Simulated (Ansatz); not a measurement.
Cubic perovskite CsSnI3 (cubic high-temperature phase), treated with PBE in Ansatz (PAW).

Numerical settings: plane-wave cutoff 520 eV, 6×6×6 k mesh, Fermi–Dirac smearing 0.01 eV, scalar-relativistic PAW data made under PBE.

Energies at three volumes about the minimum:

```json
[
 {"V (Å³/atom)": "48.678", "E − E_lowest (meV/atom)": "0.99"},
 {"V (Å³/atom)": "49.671", "E − E_lowest (meV/atom)": "0.00"},
 {"V (Å³/atom)": "50.664", "E − E_lowest (meV/atom)": "0.92"}
]
```

**Question.** Fit a parabola by hand: where is the minimum, what lattice constant follows, and what is the bulk modulus?

**Answer.** Slopes: (0.00 − 0.99)/(49.671 − 48.678) = -0.997 and (0.92 − 0.00)/(50.664 − 49.671) = 0.926 meV/Å³. Curvature E″ = 2 × (0.926 − (-0.997))/(50.664 − 48.678) = 1.937 meV/Å⁶. From the middle of the first interval, the slope vanishes at V0 = 49.1745 − (-0.997)/1.937 = 49.689 Å³/atom. B = V0 E″ = 49.689 × 1.937 meV/Å³ × 0.1602 GPa per meV/Å³ = 15.4 GPa. With 5 atoms in the cube, a = (5 × 49.689)^(1/3) = 6.287 Å. The full Birch–Murnaghan fit to all volumes gives V0 = 49.671 Å³/atom and B0 = 15.4 GPa.

Note: the relaxation could not lower the start's symmetry, so the cell can be a saddle point above a distorted one.

Ansatz is a program for electronic structure.
